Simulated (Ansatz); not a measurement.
The starting structures come from a database of crystals and need not be the phases stable at ambient conditions.

The decay constant κ of evanescent states in the gap governs leakage through a thin film.

Input:

```yaml
crystal:
  lattice:
    - [6.37467, 0.00000, 0.00000]
    - [0.95537, 8.32277, 0.00000]
    - [2.34283, -0.26893, 4.93035]
  atoms:
    - { symbol: Na, position: [0.32880, 0.07170, 0.33560] }
    - { symbol: Na, position: [0.67120, 0.92830, 0.66440] }
    - { symbol: Na, position: [0.44360, 0.34560, 0.77820] }
    - { symbol: Na, position: [0.55640, 0.65440, 0.22180] }
    - { symbol: Na, position: [0.00000, 0.50000, 0.50000] }
    - { symbol: Zr, position: [0.14720, 0.75470, 0.92640] }
    - { symbol: Zr, position: [0.85280, 0.24530, 0.07360] }
    - { symbol: F, position: [0.63460, 0.14290, 0.94340] }
    - { symbol: F, position: [0.36540, 0.85710, 0.05660] }
    - { symbol: F, position: [0.36540, 0.85710, 0.57800] }
    - { symbol: F, position: [0.63460, 0.14290, 0.42200] }
    - { symbol: F, position: [0.12560, 0.25070, 0.17720] }
    - { symbol: F, position: [0.87440, 0.74930, 0.82280] }
    - { symbol: F, position: [0.87440, 0.74930, 0.30280] }
    - { symbol: F, position: [0.12560, 0.25070, 0.69720] }
    - { symbol: F, position: [0.26840, 0.56780, 0.63760] }
    - { symbol: F, position: [0.73160, 0.43220, 0.36240] }
    - { symbol: F, position: [0.73160, 0.43220, 0.90600] }
    - { symbol: F, position: [0.26840, 0.56780, 0.09400] }
    - { symbol: F, position: [0.00000, 0.00000, 0.00000] }
```

Space group of this cell: C2/m. The cell is taken as given.

Transport runs along the normal of the first two printed cell vectors.

No gap correction and no spin-orbit coupling; mid-gap values are interpolated between computed energies.

Task: State the band gap and the smallest decay constant κ at mid-gap according to r2SCAN (Ansatz, a first-principles code).

Result: Gap 7.01 eV on a 6×4×6 mesh; κ = 0.589 1/Å, at the zone centre.
